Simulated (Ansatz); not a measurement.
The starting structures come from a database of crystals and need not be the phases stable at ambient conditions.

Evanescent states of RbLiZnS2 (I-4m2, not sure to be the ambient phase, 5 atoms a cell, 22.3 Å³ an atom, -2 GPa at this level) along the normal of (001)

Method: PBEsol (plane waves, PAW; Ansatz, a first-principles code).

The gap is the functional's own, uncorrected, and κ follows it; spin-orbit coupling is left out. Mid-gap values are interpolated between the computed energies.

Energies count from the valence-band top; κ is the least over a 8×8 mesh across the current.

```
E (eV)     κ (1/Å)  where
------  ----------  -----
0.06         0.089      Γ
0.18         0.126      Γ
0.30         0.150      Γ
0.42         0.168      Γ
0.54    (withheld)      Γ
0.66    (withheld)      Γ
0.78    (withheld)      Γ
0.90    (withheld)      Γ
1.02    (withheld)      Γ
1.14    (withheld)      Γ
1.26    (withheld)      Γ
1.38    (withheld)      Γ
1.50    (withheld)      Γ
1.62    (withheld)      Γ
1.74    (withheld)      Γ
1.86         0.160      Γ
1.98         0.142      Γ
2.10         0.116      Γ
2.22         0.078      Γ
```

Task: Complete the blanks.

Result: 
- 0.54, κ (1/Å): 0.181
- 0.66, κ (1/Å): 0.191
- 0.78, κ (1/Å): 0.198
- 0.90, κ (1/Å): 0.202
- 1.02, κ (1/Å): 0.205
- 1.14, κ (1/Å): 0.205
- 1.26, κ (1/Å): 0.203
- 1.38, κ (1/Å): 0.200
- 1.50, κ (1/Å): 0.194
- 1.62, κ (1/Å): 0.185
- 1.74, κ (1/Å): 0.175
